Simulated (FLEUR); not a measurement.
FLEUR run on RbBr (Fm-3m, 2 atoms in the cell): self-consistent single point.

Method of the run: FLEUR with PBE, all-electron FLAPW (FLEUR), scalar-relativistic valence.

The change in words: lattice scaled by 0.98; kpt_div: 3 3 3 → 18 18 18; kpt_gamma: false → true. Reference geometry:
```yaml
crystal:
  lattice:
    - [0.00000, 3.45533, 3.45533]
    - [3.45533, 0.00000, 3.45533]
    - [3.45533, 3.45533, 0.00000]
  atoms:
    - { symbol: Rb, position: [0.00000, 0.00000, 0.00000] }
    - { symbol: Br, position: [0.50000, 0.50000, 0.50000] }
```

Reference input (self-consistent single point, DFT, PBE, all-electron FLAPW (FLEUR), scalar-relativistic valence): Kmax = 3.8 1/bohr; GmaxXC = 15.2 1/bohr; xcFunctional = pbe; jspins = 1; l_soc = F; mode = hist; fermiSmearingEnergy = 0.00073499 Htr; mesh (inpgen div1-3) = 3 3 3; inpgen gamma flag = false; Gmax = 15.2 1/bohr; numbands = 0; maxIterBroyd = 15. This run's input differs from it in these lines:

```diff
@@ -3,5 +3,5 @@
 &input film=f /
--0.0000000000 3.4553350000 3.4553350000
-3.4553350000 -0.0000000000 3.4553350000
-3.4553350000 3.4553350000 -0.0000000000
+-0.0000000000 3.3862280000 3.3862280000
+3.3862280000 -0.0000000000 3.3862280000
+3.3862280000 3.3862280000 -0.0000000000
 1.8897261246
@@ -14,3 +14,3 @@
 &comp jspins=1 /
-&kpt div1=3 div2=3 div3=3 /
+&kpt div1=18 div2=18 div3=18 gamma=t /
 &end /
@@ -43,5 +43,5 @@
          <bravaisMatrix>
-            <row-1>    0.0000000000000000     6.5296368187447404     6.5296368187447404</row-1>
-            <row-2>    6.5296368187447404     0.0000000000000000     6.5296368187447404</row-2>
-            <row-3>    6.5296368187447404     6.5296368187447404     0.0000000000000000</row-3>
+            <row-1>    0.0000000000000000     6.3990435154520089     6.3990435154520089</row-1>
+            <row-2>    6.3990435154520089     0.0000000000000000     6.3990435154520089</row-2>
+            <row-3>    6.3990435154520089     6.3990435154520089     0.0000000000000000</row-3>
          </bravaisMatrix>
```

The program printed (abridged):

```
 Iteration:     1   Distance:       3.21830128 me/bohr^3
 Iteration:     2   Distance:       2.89231991 me/bohr^3
 Iteration:     3   Distance:       1.43525028 me/bohr^3
 Iteration:     4   Distance:       0.68608952 me/bohr^3
 Iteration:     5   Distance:       0.57063945 me/bohr^3
   [... 8 lines left out ...]
 Iteration:    14   Distance:       0.00002709 me/bohr^3
 Iteration:    15   Distance:       0.00001141 me/bohr^3
 Iteration:    16   Distance:       0.00001069 me/bohr^3
 Iteration:    17   Distance:       0.00000548 me/bohr^3
 Run finished successfully
 Stop message:
   Structural relaxation: Done

[file out, last iteration]
             iter=     18
[...]
          total density-effective poten   -9.0026126412E+03
          total charge density-energy d   -1.9324430600E+02
 Updated energy parameters for spin:           1
[...]
 fermi energy and band-weighting factors:

[...]
FERMIE:
          first approx. to ef    (T=0)  :   0.026924 htr   (energy of the highest occ. eigenvalue)
          number of occ. states  (T=0)  :       1560
          first approx. to seigv (T=0)  :  -4.212496 htr
          sum of weights of occ. states :   8.000000
          sum of semicore charge        :   0.000000 e
FERHIS:  Fermi-Energy by histogram:
          bandgap                     :   0.166973 htr
   [... lines left out ...]
          charge neutrality (T=0)     :   0.000000    (zero if the highest occ. eigenvalue is "entirely" occupied)
 Direct bandgap for spin            1 :   0.16697348235512838       Htr
 ---->    free energy=                     -5588.2605194730 htr
   [... lines left out ...]
      extrapolation for T->0
 ---->    total electron energy=           -5588.2605194730 htr
 ***** TOTAL FORCES ON ATOMS *****
 TOTAL FORCE FOR ATOM TYPE=  1  X=  0.000   Y=  0.000   Z=  0.000
                       FX_TOT= 0.000000 FY_TOT= 0.000000 FZ_TOT= 0.000000
 TOTAL FORCE FOR ATOM TYPE=  2  X=  6.399   Y=  6.399   Z=  6.399
                       FX_TOT= 0.000000 FY_TOT= 0.000000 FZ_TOT= 0.000000
 Structural relaxation: Done
```

The run converged in 17 iterations. FLEUR gives forces in its relaxation mode, with a further iteration, so its stop message speaks of a relaxation. Against the reference run the free energy goes up by 15.6 meV/atom and the gap on the mesh goes from 4.376 to 4.544 eV.

The starting cell has typed, rounded lattice constants, without a prior relaxation at this level. Its lattice was rescaled by up to half a per cent. For this run, on top of that: lattice scaled by 0.98. Values depend on the basis (sphere radii, cutoffs, local orbitals), which need not be converged.

Cost on one core of a shared machine: roughly 6 min.
